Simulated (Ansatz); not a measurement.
Consider BAs in the rock salt structure (space group Fm-3m, No. 225; a = 4.614 Å; a hypothetical phase, not in the database extracts checked; relaxed with 0.1 eV smearing). Axes: x, y, z lie along the cube axes.

(Cell as relaxed with PBE.)

Levels (all Ansatz, a first-principles code, PAW): PBE (420 eV, no SOC); PBEsol (420 eV, spin-orbit coupling left out).

Each level relaxes its own structure.

```json
[
 {"base": "volume per atom", "PBE": "12.28 Å³", "PBEsol": "11.92 Å³"},
 {"base": "lattice parameter a", "PBE": "4.614 Å", "PBEsol": "4.569 Å"},
 {"base": "band gap", "PBE": "zero", "PBEsol": "zero"}
]
```

One thing is altered: tensile biaxial strain of 2.14 % in the plane normal to [001], as in epitaxy on a mismatched substrate; the out-of-plane cell vector and the atoms relax.

```json
[
 {"quantity": "shortest interatomic distance", "PBE": "2.273 Å", "PBEsol": "?"},
 {"quantity": "energy relative to the base (free energy F)", "PBE": "+7.8 meV/atom", "PBEsol": "?"}
]
```

Task: Predict the PBEsol column.

Result: 
- shortest interatomic distance, PBEsol: 2.250 Å
- energy relative to the base (free energy F), PBEsol: +8.4 meV/atom

PBE's shortest interatomic distance lies 0.0222 Å above PBEsol's (1.0 %); PBE's energy relative to the base lies 0.6 meV/atom below PBEsol's. Neither level is exact; PBEsol is the comparison here, not a measurement.

Whether these cells are dynamically stable was not tested. The final runs are not spin-polarised.
